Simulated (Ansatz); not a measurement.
## Si: energy against strain

Si (diamond, Fd-3m, 20.172 Å³/atom at rest) under an equal strain ε in the (111) plane with the normal axis free, as in a coherent film. r2SCAN in Ansatz, a plane-wave DFT program (PAW, default set), 500 eV, 10×10×10 Γ-centred mesh, Fermi-Dirac smearing 0.05 eV; ions are relaxed within the symmetry of each cell.

Here s stands for strain and y for E less E0.

| strain (%) | E less E0 (meV/atom) |
|---|---|
| -2.50 | ? |
| -1.25 | 4.63 |
| -0.83 | 2.02 |
| -0.42 | 0.51 |
| 0.00 | 0.00 |
| 0.42 | 0.51 |
| 0.83 | 1.98 |
| 1.25 | 4.44 |

The 7 complete rows are fitted with a parabola, y against s. Least squares gives y = -0.001 - 0.0558·s + 2.9032·s². Residuals (row less fit): 0.025, -0.025, -0.025, 0.001, 0.022, 0.027, -0.025; standard error 0.031 (degrees of freedom: 4). Twice the quadratic coefficient over the volume, 2 × 2.9032 meV × 10⁴ × 0.1602 / 20.172 Å³, is twice the biaxial elastic modulus of this plane = 461 ± 3 GPa.

Estimate the missing y (s = -2.50); what did the run itself give?

y = -0.001 - 0.0558 × (-2.50) + 2.9032 × (-2.50)² = 18.283 meV/atom. The calculation gives 18.92 meV/atom, 0.637 meV/atom above the prediction (3.4 % of the range of y in the table). The row lies outside the fitted rows, so this is an extrapolation. From the scatter of the fitted rows alone, a prediction at this place has a standard error of 0.117 meV/atom, so the miss is 5.4 times that.

One order more, fitted to all 13 runs of the series, follows each within 0.01, so the miss is the next term of a smooth law. Rows are the converged runs of the series near zero and its far end; series whose fitted rows scatter by over a few per cent of the range, as at a crossing or softening among them, aren't shown in this form. Most that stay on the fit to the last digits aren't either.
